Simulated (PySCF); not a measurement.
PySCF 2.14.0, CCSD(T) (frozen core)/cc-pvdz: silylphosphine ([SiH3]P), 7 atoms. The geometry is a generated start, not checked to be a minimum at this level.

```
Item                                                   Value
-------------------------------  ---------------------------
basis                                                cc-pvdz
two-electron scheme              exact four-centre integrals
frozen core                                             true
mol.max_memory                                       7000 MB
mf.init_guess                                minao (default)
mf.DIIS                                      CDIIS (default)
mf.diis_space                                    8 (default)
mf.conv_tol                                  1e-09 (default)
basis functions (reference run)                           61
```

```xyz
7

Si    -0.8235     0.1197    -0.0563
P      1.3380    -0.0608    -0.5958
H     -1.5475    -0.8496    -0.8759
H     -1.2341     1.4843    -0.3786
H     -1.0885    -0.1476     1.3597
H      1.5532    -1.2450     0.0849
H      1.8023     0.6989     0.4620
```

Differences are taken against the run with all virtual orbitals; no run here is proven converged. Single runs; times are not shown.

Settings tried, all else as in the reference:
- FNO threshold = 0.001
- FNO threshold = 0.0001
- FNO threshold = 0.0003
- FNO threshold = 0.003

### Question
Which of these stay within 0.10 meV/atom in energy of the reference run?

### Answer
Within it: FNO threshold = 0.0001. Outside: FNO threshold = 0.0003; FNO threshold = 0.001; FNO threshold = 0.003.

| setting | frozen orbitals (core included) | energy against the reference |
|---|---|---|
| the reference | — | — |
| FNO threshold = 0.0001 | 10 | under 0.001 meV/atom |
| FNO threshold = 0.0003 | 16 | +0.62 meV/atom |
| FNO threshold = 0.001 | 27 | +11 meV/atom |
| FNO threshold = 0.003 | 36 | +56 meV/atom |

Total energies are compared; such shifts often cancel in part in energy differences. The FNO energies hold the MP2 energy of the dropped orbitals. Also tried and not ranked: FNO threshold = 3e-05 (same energy as a listed run); FNO threshold = 1e-05 (same energy as a listed run); FNO threshold = 1e-06 (same energy as a listed run). The tolerance is a choice made for this comparison.
